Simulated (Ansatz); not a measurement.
Here is the system:

```
CELL_PARAMETERS angstrom
      0.00000     3.21426     3.21426
      3.21426     0.00000     3.21426
      3.21426     3.21426     0.00000
ATOMIC_POSITIONS crystal
  Ba 0.00000 0.00000 0.00000
  S  0.50000 0.50000 0.50000
```

These are PBE, rigid bands (plane waves, PAW, scalar-relativistic; Ansatz, a first-principles code) values and carry that method's errors. Condition of this run: functional PBE, cell relaxed with it. How the cell was made: cell and atoms relaxed with PBE.

Q: What conductivity effective mass do dilute holes have at 300 K?

A: 0.91 mₑ.

Q: What conductivity effective mass do dilute electrons have at 300 K?

A: 0.46 mₑ.

Q: And the band gap?

A: 2.23 eV at this level; semilocal functionals usually fall short of the measured gap.

Rigid bands, one relaxation time for all states, no polarons. Spin-orbit coupling is left out; where it splits the top of the valence band it changes the hole mass and lowers the gap by about a third of the splitting.

Formula and space group known from diffraction (Crystallography Open Database), not checked to be the room-temperature form: BaS (Fm-3m).
